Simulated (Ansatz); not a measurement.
**Electron-phonon data for CaPt₂ (Fd-3m)**

Data:

```
CELL_PARAMETERS angstrom
      0.00000     3.80153     3.80153
      3.80153     0.00000     3.80153
      3.80153     3.80153     0.00000
ATOMIC_POSITIONS crystal
  Ca 0.00000 0.00000 0.00000
  Ca 0.25000 0.25000 0.25000
  Pt 0.12500 0.62500 0.62500
  Pt 0.62500 0.62500 0.12500
  Pt 0.62500 0.12500 0.62500
  Pt 0.62500 0.62500 0.62500
```

Method: PBEsol, DFPT electron-phonon coupling, linearised Boltzmann equation (plane waves, PAW, scalar-relativistic; Ansatz, an electronic-structure program). How the cell was made: relaxed with this functional, without spin-orbit coupling.

| Quantity | Result |
|---|---|
| resistivity at 300 K | 26 μΩ·cm |
| resistivity at 77 K | 5.3 μΩ·cm |
| electron mean free path at 300 K (weighted by the current that each state carries) | 4.9 nm |
| Hall coefficient at 300 K | 19.8 ×10⁻¹¹ m³/C |

A metal at this level (no band gap). Only scattering by harmonic phonons is included (no impurities, grain boundaries, electron-electron scattering or thermal expansion). Spin-orbit coupling is left out, which matters with elements this heavy. Halving the electron mesh (20x20x20) moves the resistivity by up to 8 % at 300 K, the mean free path by up to 5 %. Smearing 0.20 eV; phonons on a 3x3x3 q mesh, which this run doesn't test and which matters most at low temperature.

Computed structure with no diffraction record at hand here (it may be known, metastable or hypothetical): CaPt2 (Fd-3m).
